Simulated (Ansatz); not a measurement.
Worked calculations on one periodic cell of amorphous Zr20O43In2: Zr20O43In2, 65 atoms, volume 810.7 Å³, made by a melt-quench on the CHGNet potential and relaxed with DFT. O atoms were pushed apart under 1.9 Å during the dynamics, to hinder bonds among them. It is a model cell: composition and starting density were chosen by hand, and all elements were melted together. Cycles of charging were run to anneal it. Computed with PBE, scalar-relativistic without spin-orbit coupling (plane waves to 420 eV, PAW; Ansatz, an electronic-structure program). Sampling: a 2×2×2 Γ-centred mesh; Fermi-Dirac width 0.02 eV; no spin polarisation. Its volume was relaxed, its shape was free, and it stands at a mean pressure of 0.0 GPa with stress components up to 0.1 GPa; the relaxation ran on the zone centre alone. Its density went from a set 5.42 to 5.62 g/cm³. The cell is small and was quenched far faster than a real film, so it is one sample of the glass.

Count formal charges (Zr +4, O -2, In +3). What does the count lead one to expect at the Fermi level, and what does the calculation give?

20 × (+4) + 43 × (-2) + 2 × (+3) = 0. The charges balance, so the anion-derived valence states can be full and a gap can open. On this mesh the highest filled and lowest empty level lie 3.23 eV apart, the PBE gap of this cell, with a localised state at one edge or both.

Four energies for an added electron at PBE on the zone centre alone (charged cells in a uniform background, spin-polarised): neutral at the neutral geometry -119368.406 eV; charged at the neutral geometry -119355.386 eV; charged and relaxed -119355.515 eV; neutral at the charged geometry -119368.191 eV.

Find the two relaxation energies and their sum, the reorganisation energy.

On charging: -119355.386 − (-119355.515) = 0.129 eV. On discharging: -119368.191 − (-119368.406) = 0.215 eV. The sum is 0.344 eV. The carrier's level spreads over 12 of the 65 atoms' worth, so it counts as partly localised, most on one Zr atom with neighbours O 2.05 Å, O 2.15 Å, O 2.15 Å, O 2.20 Å, O 2.22 Å, O 2.23 Å, O 2.25 Å (neutral geometry). The values are uncorrected: the image energy of a point charge in this cell, 2.84 × 14.40 / (2 × 9.3) = 2.2 eV before screening, is screened by electrons alone at the fixed geometry and by ions too after relaxing, and the carrier can be spread before it relaxes, so each term can be off by up to that value times 1/ε∞, some tenths of an eV. PBE's self-interaction favours spread-out carriers, so a hybrid can localise more.

Four energies for a hole at PBE on the zone centre alone (charged cells in a uniform background, spin-polarised): neutral at the neutral geometry -119368.406 eV; charged at the neutral geometry -119377.983 eV; charged and relaxed -119378.257 eV; neutral at the charged geometry -119367.603 eV.

Find the two relaxation energies and their sum, the reorganisation energy.

On charging: -119377.983 − (-119378.257) = 0.274 eV. On discharging: -119367.603 − (-119368.406) = 0.803 eV. The sum is 1.077 eV. The carrier's level spreads over 3 of the 65 atoms' worth, so it counts as localised, most on one O atom with neighbours Zr 2.05 Å, Zr 2.18 Å, Zr 2.33 Å (neutral geometry). The values are uncorrected: the image energy of a point charge in this cell, 2.84 × 14.40 / (2 × 9.3) = 2.2 eV before screening, is screened by electrons alone at the fixed geometry and by ions too after relaxing, and the carrier can be spread before it relaxes, so each term can be off by up to that value times 1/ε∞, some tenths of an eV. PBE's self-interaction favours spread-out carriers, so a hybrid can localise more.
